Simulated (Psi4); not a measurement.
Psi4 1.11, TPSS/def2-svp: Pt(Cl)6 ([Cl][Pt-2]([Cl])([Cl])([Cl])([Cl])[Cl]), charge -2, multiplicity 1, 7 atoms. The geometry is a generated start, not checked to be a minimum at this level.

```json
{
  "task": "energy",
  "method": "tpss",
  "basis": "def2-svp",
  "memory": "3 GB",
  "maxiter": "100",
  "keys_of_the_molecule_block": "symmetry c1",
  "scf_type": "df (default)",
  "e_convergence": "1e-06 (default)",
  "d_convergence": "1e-06 (default)",
  "dft_radial_points": "75 (default)",
  "dft_spherical_points": "302 (default)",
  "effective_core_potentials": "those of the basis set, past Kr",
  "basis_functions": "140",
  "grid_points": "148733"
}
```

```xyz
7

Pt     0.0004    -0.0009    -0.0015
Cl     2.0983     0.8623    -0.6835
Cl     0.7007     0.0909     2.2598
Cl    -0.7030    -0.0893    -2.2614
Cl    -2.0974    -0.8596     0.6852
Cl    -0.8466     2.2025     0.1759
Cl     0.8476    -2.2059    -0.1745
```

Charge -2 and multiplicity 1 are set for this test and not shown to be the ground state.

With the defaults (diis = true, scf_initial_accelerator = adiis, damping_percentage = 0, guess = auto, which took SAD, level_shift = 0, level_shift_cutoff = 0.01, diis_max_vecs = 10) it converges in 9 SCF iterations. One run each on 2 threads, with these changes:
- guess = core
- scf_initial_accelerator = none
- diis = false, scf_initial_accelerator = none, damping_percentage = 60
- level_shift = 0.1, level_shift_cutoff = 0.001
- damping_percentage = 20
- guess = sap
- guess = sapgau
- diis_max_vecs = 20
- guess = sadno

### Question
Name the settings that don't reach the solution of the defaults.

### Answer
No convergence: diis = false, scf_initial_accelerator = none, damping_percentage = 60 (the run ends without SCF convergence in 100 iterations). The rest reach the solution of the defaults.

| setting | SCF iterations | end |
|---|---|---|
| the defaults | 9 | same solution |
| scf_initial_accelerator = none | 9 | same solution |
| diis_max_vecs = 20 | 9 | same solution |
| level_shift = 0.1, level_shift_cutoff = 0.001 | 10 | same solution |
| guess = sap | 12 | same solution |
| guess = sadno | 13 | same solution |
| guess = sapgau | 18 | same solution |
| guess = core | 18 | same solution |
| damping_percentage = 20 | 24 | same solution |
| diis = false, scf_initial_accelerator = none, damping_percentage = 60 | 100 | no convergence |

1 further run of the study ended by our limits or in an error and is left out.
